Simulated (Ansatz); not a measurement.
The starting structures come from a database of crystals and need not be the phases stable at ambient conditions.

Inside the gap of an insulator the Bloch states are evanescent, with a wavenumber k + iκ along the transport direction.

Here is the system:

```xyz
2
Lattice="3.1869 0.0000 0.0000 0.0000 3.1869 0.0000 1.5935 1.5935 2.1859" Properties=species:S:1:pos:R:3 pbc="T T T"
Ga     0.0000     0.0000     0.0000
N      1.5935     3.1869     1.0929
```

Space group of this cell: I-4m2. The cell is strained (lengths along the current scaled by 0.97, ions clamped); by r2SCAN its mean pressure is 5.0 GPa.

Transport runs along the normal of the first two printed cell vectors, the (001) (indices of the unstrained crystal) plane of the conventional cell.

The gap is the functional's own. No spin-orbit coupling. Mid-gap values are interpolated on the energy grid.

Problem. Give the band gap and the smallest decay constant κ at mid-gap that r2SCAN run with Ansatz (an electronic-structure program) yields.

Solution. Gap 2.24 eV on a 14×14×14 mesh; κ = 0.162 1/Å, at the zone centre.
